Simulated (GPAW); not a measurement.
A self-consistent single point of Yb (Fm-3m, 1 atom in the cell) with GPAW.

Method of the run: PBE, GPAW PAW datasets PBE (gpaw-data 1.0.1) (plane waves; GPAW).

```xyz
1
Lattice="0.0000 2.7537 2.7537 2.7537 0.0000 2.7537 2.7537 2.7537 0.0000" Properties=species:S:1:pos:R:3 pbc="T T T"
Yb     0.0000     0.0000     0.0000
```

Reference input (self-consistent single point, DFT PBE, plane waves, GPAW PAW datasets PBE (gpaw-data 1.0.1)): mode = pw; ecut = 850 eV; xc = PBE; kpts = 5 5 5; mesh shift (steps) = 0 0 0; occupations.name = fermi-dirac; occupations.width = 0.1 eV; nbands = -7; symmetry.symmorphic = false; symmetry.tolerance = 0.0005; maxiter = 120. This run's input differs from it in these lines:

```diff
@@ -13,4 +13,4 @@
             xc='PBE',
-            kpts=(5, 5, 5),
-            occupations={'name': 'fermi-dirac', 'width': 0.1},
+            kpts={'size': (8, 8, 8), 'gamma': True},
+            occupations={'name': 'fermi-dirac', 'width': 1.0},
             nbands=-7,
```

The program printed (abridged):

```
     iter     time        total  log10-change:
                         energy   eigst   dens
iter:   1 --:--:--    -7.719807
iter:   2 --:--:--    -1.297963   -0.43  -0.82
iter:   3 --:--:--    -1.568486   -1.53  -1.58
iter:   4 --:--:--    -2.330124   -1.57  -1.73
iter:   5 --:--:--    -2.195816   -2.93  -1.84
   [... 3 lines left out ...]
iter:   9 --:--:--    -1.641636   -3.54  -2.70
iter:  10 --:--:--    -1.638395   -5.28  -3.34
iter:  11 --:--:--    -1.665254   -4.59  -3.28
iter:  12 --:--:--    -1.655920   -5.81  -3.59
iter:  13 --:--:--    -1.654377c  -6.51  -4.38c
iter:  14 --:--:--    -1.656073c  -6.74  -4.29c
iter:  15 --:--:--    -1.656253c  -6.97  -4.92c
iter:  16 --:--:--    -1.656276c  -6.67  -5.06c
iter:  17 --:--:--    -1.656308c  -6.35  -5.14c
   [... 11 lines left out ...]
iter:  29 --:--:--    -1.656302c  -6.97  -7.00c
iter:  30 --:--:--    -1.656302c  -6.94  -7.03c
iter:  31 --:--:--    -1.656301c  -7.04  -7.11c
iter:  32 --:--:--    -1.656302c  -7.33  -6.91c
iter:  33 --:--:--    -1.656302c  -7.79c -7.22c
Converged after 33 iterations.

Dipole moment: (-0.000000, 0.000000, 0.000000) |e|*Ang

Energy contributions relative to reference atoms: (reference = -382585.272641)

Kinetic:        -78.623769
Potential:      +72.663759
External:        +0.000000
XC:              +6.373949
Entropy (-ST):   -6.164077
Local:           +1.011797
SIC:             +0.000000
--------------------------
Free energy:     -4.738340
Extrapolated:    -1.656302

Showing only first 2 kpts
 Kpt  Band  Eigenvalues  Occupancy
  0    10      2.03157    1.90245
  0    11      2.03157    1.90245
  0    12      7.66311    0.13063
  0    13      7.66311    0.13063

  1    10      2.02569    1.90300
  1    11      2.02569    1.90300
  1    12      7.17903    0.20369
  1    13      7.87249    0.10728

Fermi level: 5.00212

No gap
No difference between direct/indirect transitions
Energy (eV): -1.656302

Forces in eV/Ang:
  0 Yb    0.00000    0.00000   -0.00000

Stress tensor:
     0.012392     0.000000     0.000000
     0.000000     0.012392    -0.000000
     0.000000    -0.000000     0.012392
Stress (GPa, Voigt): [ 1.9854  1.9854  1.9854 -0.      0.      0.    ]
```

The run converged in 33 iterations. GPAW prints stress with tension positive. Against the reference run the free energy drops by 3.50 eV/atom and the pressure goes from -2.11 to -1.99 GPa.

The starting cell has typed, rounded lattice constants, without a prior relaxation at this level. Its lattice was rescaled by up to half a per cent. Spin polarisation is off.

Cost on one core of a shared machine: roughly 80 s.
